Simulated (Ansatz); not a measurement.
The parent structure is BaS in the rock salt structure (space group Fm-3m, No. 225; a = 6.331 Å).

Computed with PBEsol in Ansatz (plane waves to 420 eV, PAW, spin-orbit coupling left out).

Base values:

| Item | Value |
|---|---|
| Width of the top valence band | 1.08 eV |
| Gap character | indirect, Γ → X |
| Shortest interatomic distance | 3.166 Å |
| Electron mass | 1.3 mₑ along k, 0.32 mₑ across (at X) |

The change: cell and atoms relaxed at a pressure of 10 GPa.

**Question.** Estimate the effect on the width of the top valence band.

**Answer.** The width of the top valence band goes up by 0.38 eV, from 1.08 eV to 1.46 eV.

**Question.** How does this affect the hole mass?

**Answer.** The hole mass (degenerate bands, along [100]) is 0.25, 0.83 mₑ (at X).

**Question.** Predict the new gap character.

**Answer.** The gap character goes from indirect, Γ → X to direct at X.

**Question.** Predict the new shortest interatomic distance.

**Answer.** The shortest interatomic distance falls by 0.157 Å, from 3.166 Å to 3.009 Å.

**Question.** Estimate the effect on the electron mass.

**Answer.** The electron mass becomes 1.2 mₑ along k, 0.27 mₑ across (at X) (base: 1.3 mₑ along k, 0.32 mₑ across (at X)).

Load acts through the strain it causes; cell and atoms are relaxed under it. Effective masses come from finite differences of ±0.01 Å⁻¹. Along k means along the line from Γ to the band edge. No phonon test of stability was made. No other phases were tried under pressure.

Ansatz is a quantum-chemistry and plane-wave program.
